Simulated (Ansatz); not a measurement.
Consider BeSe in the zinc blende structure (space group F-43m, No. 216; a = 5.129 Å). Axes: x, y, z lie along the cube axes.

Method: PBEsol/PAW in Ansatz (an electronic-structure program), no spin-orbit coupling.

Base values:

```
Property                            Result
---------------------  -------------------
Band gap                           2.47 eV
Valence-band top at Γ  0.00, 0.00, 0.00 eV
Smallest direct gap                4.28 eV
```

The change: biaxial strain −1.41 %, plane normal [001], relaxed out of plane (Cartesian); in-plane vectors clamped, the third vector and the atoms free.

Problem. What happens to the band gap, ratio −ε⊥/ε∥, valence-band top at Γ and smallest direct gap?

Solution. The band gap drops by 0.15 eV, from 2.47 eV to 2.32 eV; the ratio −ε⊥/ε∥ amounts to 0.80; the valence-band top at Γ (three highest levels, from the VBM) goes from 0.00, 0.00, 0.00 eV to 0.00, 0.00, -0.15 eV; the smallest direct gap grows by 0.074 eV, from 4.28 eV to 4.36 eV.

Semilocal Kohn–Sham gaps tend to fall short of experiment. Whether these cells are dynamically stable was not tested.
